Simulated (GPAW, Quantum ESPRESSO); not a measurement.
A GPAW input for a self-consistent single point of NbZn3 (Pm-3m, 4 atoms in the cell) (DFT LDA (Perdew-Wang 92), plane waves, GPAW PAW datasets LDA (gpaw-data 1.0.1)):

```python
from ase import Atoms
from ase.units import GPa
from gpaw import GPAW, PW, FermiDirac

atoms = Atoms(['Nb', 'Zn', 'Zn', 'Zn'],
              cell=[[3.909980, 0.000000, 0.000000],
                    [0.000000, 3.909980, 0.000000],
                    [0.000000, 0.000000, 3.909980]],
              positions=[[0.000000, 0.000000, 0.000000],
                         [1.954990, 0.000000, 1.954990],
                         [0.000000, 1.954990, 1.954990],
                         [1.954990, 1.954990, 0.000000]],
              pbc=True)

calc = GPAW(mode=PW(850),
            xc='LDA',
            kpts=(7, 7, 7),
            occupations=FermiDirac(0.1),
            nbands=-8,
            symmetry={'symmorphic': False, 'tolerance': 0.0005},
            maxiter=150,
            txt='-')

atoms.calc = calc

energy = atoms.get_potential_energy()
print('Energy (eV):', round(energy, 6))
forces = atoms.get_forces()
print('Forces (eV/Ang):')
print(forces.round(5))
stress = atoms.get_stress()
print('Stress (GPa, Voigt):', (stress / GPa).round(4))
```

Write the same calculation as an input for Quantum ESPRESSO.

One input that does it (others would too):

```fortran
&control
   calculation = 'scf'
   prefix = 'run'
   outdir = './out'
   pseudo_dir = './'
   tprnfor = .true.
   tstress = .true.
/
&system
   ibrav = 1
   celldm(1) = 7.3887913528
   nat = 4
   ntyp = 2
   ecutwfc = 55
   ecutrho = 330
   occupations = 'smearing'
   smearing = 'fd'
   degauss = 0.0073499
/
&electrons
   conv_thr = 1.0d-10
   mixing_beta = 0.7
/
ATOMIC_SPECIES
Nb    92.9064  Nb.pz-spn-kjpaw_psl.1.0.0.UPF
Zn    65.3800  Zn.pz-dn-kjpaw_psl.1.0.0.UPF
ATOMIC_POSITIONS angstrom
Nb    0.0000000000    0.0000000000    0.0000000000
Zn    1.9549900000    0.0000000000    1.9549900000
Zn    0.0000000000    1.9549900000    1.9549900000
Zn    1.9549900000    1.9549900000    0.0000000000
K_POINTS automatic
7 7 7  0 0 0
```

Basis, cutoffs, solver keys and any potentials are the target program's own. This input uses DFT, LDA (PZ), plane waves, PSlibrary PAW (LDA) pseudopotentials. LDA parametrisations can differ slightly between programs. Both were run: pressure -8.03 GPa in GPAW and -9.15 in Quantum ESPRESSO.

On GPAW: the starting cell comes from a database of computed structures (which also holds hypothetical and non-ambient phases and stackings), without a prior relaxation at this level. Spin polarisation is off. With a pressure of about -8 GPa the cell is away from its equilibrium volume at this level.

On Quantum ESPRESSO: the starting cell comes from a database of computed structures (which also holds hypothetical and non-ambient phases and stackings), without a prior relaxation at this level. Spin polarisation is off. With a pressure of about -9 GPa the cell is away from its equilibrium volume at this level.
